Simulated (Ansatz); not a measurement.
Pressure series in hypothetical diamond Pd

The reference is Pd in the diamond structure (space group Fd-3m, No. 227; a = 5.685 Å; a hypothetical phase, not in the database extracts checked).

Cell and atoms are relaxed at each pressure.

The values are results of PBEsol/PAW in Ansatz (a first-principles code), no spin-orbit coupling, not measurements.

| P (GPa) | V (Å³/atom) |
|---|---|
| -2.00 | 23.566 |
| -1.00 | 23.255 |
| 0.32 | 22.884 |
| 0.70 | 22.782 |
| 1.50 | 22.580 |
| 3.00 | 22.229 |
| 5.00 | 21.807 |
| 7.51 | 21.335 |
| 10.01 | 20.918 |

### Question
Fit a third-order Birch–Murnaghan equation of state.

### Answer
Least squares on P(V) = (3B₀/2)[(V₀/V)^(7/3) − (V₀/V)^(5/3)]·[1 + (3/4)(B₀′ − 4)((V₀/V)^(2/3) − 1)] gives V₀ = 22.97 Å³/atom, B₀ = 84 GPa and B₀′ = 5.2.

Load acts through the strain it causes; cell and atoms are relaxed under it. Whether these cells are dynamically stable was not tested. Competing high-pressure phases were not computed. All final runs are without spin polarisation. Pd lies near a magnetic instability that expansion can trigger; it was not tested. Pd has a high density of states at the Fermi level and may be magnetic at this level.
